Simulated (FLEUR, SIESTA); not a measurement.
A SIESTA input for a self-consistent single point of Ba (Cmcm, 2 atoms in the cell) (DFT, LDA PW92, numerical atomic orbitals DZP, PseudoDojo LDA standard norm-conserving potentials (rewritten from UPF to PSML)):

```
# files in the folder: Ba.psml (PseudoDojo LDA standard)
SystemName  Ba
SystemLabel ba

NumberOfAtoms                2
NumberOfSpecies              1
%block ChemicalSpeciesLabel
  1 56 Ba
%endblock ChemicalSpeciesLabel
LatticeConstant              4.467080 Ang
%block LatticeVectors
     0.482750701   -0.875757766    0.000000000
     0.482750701    0.875757766    0.000000000
     0.000000000    0.000000000    1.627297474
%endblock LatticeVectors
AtomicCoordinatesFormat      Fractional
%block AtomicCoordinatesAndAtomicSpecies
     0.649600000    0.350400000    0.750000000  1
     0.350400000    0.649600000    0.250000000  1
%endblock AtomicCoordinatesAndAtomicSpecies

XC.functional                LDA
XC.authors                   PW92
PAO.BasisSize                DZP
PAO.EnergyShift              0.01 Ry
MeshCutoff                   350 Ry
%block kgrid.MonkhorstPack
    6   0   0  0.0
    0   6   0  0.0
    0   0   3  0.0
%endblock kgrid.MonkhorstPack
OccupationFunction           MP
OccupationMPOrder            0
ElectronicTemperature        3156.43 K

MaxSCFIterations             150
SCF.Mixer.Method             Broyden
SCF.Mixer.Weight             0.1
SCF.Mixer.History            6
SCF.DM.Tolerance             1.0E-04
Diag.ParallelOverK           true
WriteForces                  true
```

### Question
Write the same calculation as an input for FLEUR.

### Answer
One input that does it (others would too):

Input of the input generator:

```
Ba crystal
&input film=f /
2.1564860000 -3.9120800000 0.0000000000
2.1564860000 3.9120800000 0.0000000000
0.0000000000 0.0000000000 7.2692680000
1.8897261246
1.0 1.0 1.0

2
56 0.6496000000 0.3504000000 0.7500000000
56 0.3504000000 0.6496000000 0.2500000000

&comp jspins=1 /
&exco xctyp='pz' /
&kpt div1=6 div2=6 div3=3 gamma=t /
&end /
```

```xml
<?xml version="1.0" encoding="UTF-8" standalone="no"?>
<fleurInput fleurInputVersion="0.39">
   <comment>
      Ba crystal                                                                                          
   </comment>
   <calculationSetup>
      <cutoffs Kmax="3.8" Gmax="15.2" GmaxXC="15.2" numbands="0"/>
      <scfLoop itmax="100" minDistance="0.00001" maxIterBroyd="99" imix="Anderson" alpha="0.05" precondParam="0.0" spinf="2.0"/>
      <coreElectrons ctail="T" frcor="F" kcrel="0" coretail_lmax="0"/>
      <xcFunctional name="pz" relativisticCorrections="F"/>
      <magnetism jspins="1"/>
      <soc l_soc="F" theta="0.0" phi="0.0" spav="F"/>
      <expertModes spex="0" secvar="F"/>
      <geometryOptimization l_f="T" forcealpha="1.0" forcemix="BFGS" epsdisp="0.00001" epsforce="0.00001"/>
      <ldaU l_linMix="F" mixParam="0.05" spinf="1.0"/>
   </calculationSetup>
   <cell>
      <bzIntegration valenceElectrons="20.0" mode="gauss" fermiSmearingEnergy="0.00999582">
         <kPointListSelection listName="default-1"/>
         <!-- k-points included here -->
         <xi:include xmlns:xi="http://www.w3.org/2001/XInclude" href="kpts.xml"> </xi:include>
      </bzIntegration>
      <!-- symmetry operations included here -->
      <xi:include xmlns:xi="http://www.w3.org/2001/XInclude" href="sym.xml"> </xi:include>
      <bulkLattice scale="1.0">
         <bravaisMatrix>
            <row-1>    4.0751679315341560    -7.3927597775251677     0.0000000000000000</row-1>
            <row-2>    4.0751679315341560     7.3927597775251677     0.0000000000000000</row-2>
            <row-3>    0.0000000000000000     0.0000000000000000    13.7369256463187934</row-3>
         </bravaisMatrix>
      </bulkLattice>
   </cell>
   <atomSpecies>
      <species name="Barium (Ba)" element="Ba" atomicNumber="56">
         <mtSphere radius="2.68" gridPoints="925" logIncrement="0.014"/>
         <atomicCutoffs lmax="10" lnonsphr="8"/>
         <electronConfig flipSpins="F">
            <coreConfig>(1s1/2) (2s1/2) (2p1/2) (2p3/2) (3s1/2) (3p1/2) (3p3/2) (4s1/2) (3d3/2) (3d5/2) (4p1/2) (4p3/2) (4d3/2) (4d5/2)</coreConfig>
            <valenceConfig>(5s1/2) (5p1/2) (5p3/2) (6s1/2)</valenceConfig>
         </electronConfig>
         <energyParameters s="6" p="6" d="5" f="4"/>
         <lo type="SCLO" l="0" n="5" eDeriv="0"/>
         <lo type="SCLO" l="1" n="5" eDeriv="0"/>
      </species>
   </atomSpecies>
   <atomGroups>
      <atomGroup species="Barium (Ba)">
         <relPos label="                   1">-.3504000000 .3504000000 -1.000/4.000</relPos>
         <relPos label="                   2">.3504000000 -.3504000000 1.000/4.000</relPos>
         <force calculate="T" relaxXYZ="TTT"/>
      </atomGroup>
   </atomGroups>
   <output dos="F" band="F" slice="F">
      <checks vchk="F" cdinf="F"/>
      <bandDOS minEnergy="-.5*Htr" maxEnergy="0.5*Htr" sigma="0.015" storeEVData="T"/>
      <vacuumDOS vacdos="F" integ="F" star="F" nstars="0" locx1="0.0" locy1="0.0" locx2="0.0" locy2="0.0" nstm="0" tworkf="0.0"/>
      <unfoldingBand unfoldBand="F" supercellX="1" supercellY="1" supercellZ="1"/>
      <plotting iplot="0" polar="F">
         <plot TwoD="T" vec1="  1.0  0.0  0.0" vec2="  0.0  1.0  0.0" vec3="  0.0  0.0  1.0" zero="  0.0  0.0  0.0" file="plot"/>
      </plotting>
      <chargeDensitySlicing numkpt="0" minEigenval="0.0" maxEigenval="0.0" nnne="0" pallst="F"/>
      <specialOutput eonly="F"/>
      <magneticCircularDichroism mcd="F" energyLo="-10.0" energyUp="0.0"/>
   </output>
  <!-- We include the file relax.xml here to enable relaxations (see documentation) -->
  <xi:include xmlns:xi="http://www.w3.org/2001/XInclude" href="relax.xml"> <xi:fallback/> </xi:include>
</fleurInput>
```

Basis settings and potentials, where a program has them, do not carry over. This input uses DFT, LDA (Perdew-Zunger), all-electron FLAPW (FLEUR), scalar-relativistic valence. LDA parametrisations can differ slightly between programs.

The starting cell comes from a database of computed structures (which also holds hypothetical and non-ambient phases and stackings), without a prior relaxation at this level. Its lattice was rescaled by a random factor within 2.5 % of one.
